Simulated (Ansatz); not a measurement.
## WGe (model structure, started from the TiAs type, P6₃/mmc, No. 194, 8 atoms in the cell): lattice parameter a by level of theory

No measured value is used here.

```csv
level (code),value (Å)
PBE (Ansatz),3.858
PBEsol (Ansatz),3.811
PBE-D3(BJ) (Ansatz),___
```

Problem. Some entries are withheld; supply them.

Solution. 
- PBE-D3(BJ) (Ansatz, a program for electronic structure), value (Å): 3.821

Density-functional levels without +SOC have no spin–orbit coupling. Ansatz's density-functional and Hartree–Fock values are scalar-relativistic unless marked +SOC, with PAW data made under PBE.

A model structure was made by putting elements into a prototype or built by hand; it is no filed structure, need not be a known phase, and can be a saddle point held by its symmetry.
